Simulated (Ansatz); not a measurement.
The starting structures come from a database of crystals and need not be the phases stable at ambient conditions.

Inside the gap of an insulator the Bloch states are evanescent, with a wavenumber k + iκ along the transport direction.

Consider the following.

```
CELL_PARAMETERS angstrom
      3.99359     0.00000     0.00000
      0.00000     6.58611     0.00000
      1.99680     0.00000     3.45855
ATOMIC_POSITIONS crystal
  Ga 0.33333 0.00002 0.33333
  Ga 0.66667 0.50002 0.66667
  As 0.33333 0.62598 0.33333
  As 0.66667 0.12598 0.66667
```

Space group of this cell: P6_3mc, wurtzite. The cell is taken as given.

Transport runs along the normal of the first two printed cell vectors, the (100) plane of the conventional cell.

The gap is the functional's own. No spin-orbit coupling. Mid-gap values are interpolated on the energy grid.

Task: Give the band gap and the smallest decay constant κ at mid-gap that r2SCAN run with Ansatz (an electronic-structure program) yields.

Result: Gap 0.97 eV on a 10×6×10 mesh; κ = 0.058 1/Å, at the zone centre.
